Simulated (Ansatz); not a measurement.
## Pressure series in InSe

Start from InSe in the beta-GaS type structure (space group P6_3/mmc, No. 194; a = 4.0321 Å, c = 16.7641 Å; layered, stacked along the Cartesian z axis).

Cell and atoms are relaxed at each pressure.

Levels (all Ansatz, a first-principles code, PAW): PBE-D3(BJ) (420 eV, no SOC); r2SCAN+rVV10 (500 eV, no spin-orbit coupling).

The base cell above is that of PBE-D3(BJ); each level relaxes its own structures.

```json
[
 {"case": "pressure −1 GPa", "volume per atom, PBE-D3(BJ)": "31.10 Å³", "volume per atom, r2SCAN+rVV10": "?"},
 {"case": "pressure 1.8 GPa", "volume per atom, PBE-D3(BJ)": "27.90 Å³", "volume per atom, r2SCAN+rVV10": "?"},
 {"case": "pressure 4.2 GPa", "volume per atom, PBE-D3(BJ)": "26.45 Å³", "volume per atom, r2SCAN+rVV10": "?"},
 {"case": "pressure 9 GPa", "volume per atom, PBE-D3(BJ)": "24.45 Å³", "volume per atom, r2SCAN+rVV10": "24.72 Å³"},
 {"case": "pressure 18 GPa", "volume per atom, PBE-D3(BJ)": "22.00 Å³", "volume per atom, r2SCAN+rVV10": "22.37 Å³"},
 {"case": "pressure 30 GPa", "volume per atom, PBE-D3(BJ)": "19.82 Å³", "volume per atom, r2SCAN+rVV10": "20.28 Å³"},
 {"case": "pressure 60 GPa", "volume per atom, PBE-D3(BJ)": "15.40 Å³", "volume per atom, r2SCAN+rVV10": "15.61 Å³"}
]
```

Problem. Some entries are withheld; estimate them.

Solution. 
- pressure −1 GPa, volume per atom, r2SCAN+rVV10: 31.30 Å³
- pressure 1.8 GPa, volume per atom, r2SCAN+rVV10: 28.02 Å³
- pressure 4.2 GPa, volume per atom, r2SCAN+rVV10: 26.63 Å³

PBE-D3(BJ) lies below r2SCAN+rVV10 in every row, by 0.11 Å³ to 0.46 Å³. They put the cases in the same order.

A case with no gap was solved on a k-mesh chosen for an insulator, which is coarse for it. From pressure 60 GPa on, the axis ratios lie over 15 % from the base's, so the cell there is far from its starting form. Load acts through the strain it causes; cell and atoms are relaxed under it. Whether these cells are dynamically stable was not tested. Competing high-pressure phases were not computed. The final runs are not spin-polarised.
